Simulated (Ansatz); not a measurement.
Ansatz (a first-principles code) run on BaGa₂H₂ (P-3m1, 5 atoms in the cell): relaxation of cell and atoms.

Level of theory: LDA (PW92), default PAW files made with PBE (plane waves; Ansatz).

The change in words: atoms on their sites; basis.ecutwfc: 30.9 Ry → 61.7 Ry; relax: default → cell and atoms. Reference geometry:
```yaml
crystal:
  lattice:
    - [4.51261, 0.00000, 0.00000]
    - [-2.25631, 3.90804, 0.00000]
    - [0.00000, 0.00000, 4.96539]
  atoms:
    - { symbol: Ba, position: [0.00000, 0.00000, 0.01007] }
    - { symbol: Ga, position: [0.33333, 0.66667, 0.46883] }
    - { symbol: Ga, position: [0.66667, 0.33333, 0.53117] }
    - { symbol: H, position: [0.33333, 0.66667, 0.13291] }
    - { symbol: H, position: [0.66667, 0.33333, 0.86709] }
```

Reference input (self-consistent single point, DFT, LDA (PW92), plane waves, default PAW files made with PBE): basis.ecutwfc = 30.9 Ry; kpoints.mp_grid.grid = 8 8 6; hamiltonian.xc = lda; hamiltonian.pseudopotentials = {kind: paw} (the program's default PAW files); scf.occupations.method = fermi_dirac; scf.occupations.width = 0.0073 Ry. This run's input differs from it in these lines:

Ansatz 0.2 input:
```diff
@@ -7,3 +7,3 @@
   atoms:
-    - { symbol: Ba, position: [0.000000, 0.000000, 0.010070] }
+    - { symbol: Ba, position: [0.000000, 0.000000, 0.000000] }
     - { symbol: Ga, position: [0.333333, 0.666667, 0.468830] }
@@ -13,3 +13,3 @@
 basis:
-  ecutwfc: 30.9 Ry
+  ecutwfc: 61.7 Ry
 kpoints:
@@ -21,2 +21,4 @@
   occupations: { method: fermi_dirac, width: 0.0073 Ry }
+relax:
+  cell: {}
 output:
```

The program printed (abridged):

```
   [... SCF lines of the steps left out ...]
relax step   1: F+E_penalty+E_count = -13227.31202051 eV  Δ(F+E_penalty+E_count) = +0.000e0 eV  max|allowed force component| = 1.452e-1 eV/Å  Δτ_max = 0.0000 Å  P = -3.348 GPa  Ω = 87.567 Å³  (8 SCF iters, dr2 threshold 1.00e-7 eV, accepted)
relax step   2: F+E_penalty+E_count = -13227.39732254 eV  Δ(F+E_penalty+E_count) = -8.530e-2 eV  max|allowed force component| = 3.980e-2 eV/Å  Δτ_max = 0.0770 Å  P = +1.003 GPa  Ω = 79.185 Å³  energy of the carried Pulay correction = +6.161e-5 eV  [...]
   [... lines left out ...]
relax step   6: F+E_penalty+E_count = -13227.40179627 eV  Δ(F+E_penalty+E_count) = -2.819e-5 eV  max|allowed force component| = 5.006e-4 eV/Å  Δτ_max = 0.0020 Å  P = -0.001 GPa  Ω = 80.314 Å³  energy of the carried Pulay correction = +5.295e-5 eV  [...]
relax step   7: F+E_penalty+E_count = -13227.40175767 eV  Δ(F+E_penalty+E_count) = +3.860e-5 eV  max|allowed force component| = 5.104e-4 eV/Å  Δτ_max = 0.0000 Å  P = -0.002 GPa  Ω = 80.314 Å³  stress off target by 8.96e-3 GPa  SCF on the basis [...]
basis re-selected at this cell: Δ(F+E_penalty+E_count) = +3.860e-5 eV, ΔP = -0.001 GPa vs the last step
the relaxation is at rest under the 12 symmetry operations that the run kept from its start: a minimum is not shown …
Stability not checked: this state was not tested for a lower state beside it, because too few of the mixer's solves of this state at the end of the SCF gave a …
Free energy (F): -13227.401758 eV
Internal energy: -13227.392015 eV  (E = F + TS)
   [... lines left out ...]
Fermi energy:    9.081578 eV
  cell:  # Å, volume = 80.3137 Å³
   [... lines left out ...]
    - { symbol: Ga, position: [0.33333333333333337, 0.6666666666666667, 0.4700898602865408] }
    - { symbol: Ga, position: [0.6666666666666666, 0.33333333333333337, 0.5299101397134591] }
    - { symbol: H, position: [0.33333333333333337, 0.6666666666666667, 0.1154832126883413] }
    - { symbol: H, position: [0.6666666666666666, 0.33333333333333337, 0.8845167873116587] }
```

The run converged. 

Summary of the result:
* **Free energy E − TS (on the zero of these files)**: -13227.4018 eV
* **Fermi level (on the code's own zero)**: 9.08 eV
* **Pressure**: 0.00 GPa
* **Final cell**: a = b = 4.4313 Å, c = 4.7227 Å, α = β = 90.00°, γ = 120.00°
* **Final volume per atom**: 16.06 Å³
* **Relaxation steps**: 7

The starting cell comes from a database of computed structures (which also holds hypothetical and non-ambient phases and stackings), without a prior relaxation at this level. Its lattice was rescaled by up to half a per cent. The relaxation keeps the symmetry of its start, so its end need not be a minimum. Ansatz's pressure includes its estimate of the finite-basis (Pulay) stress.

Cost on one core of a shared machine: roughly 2 min.
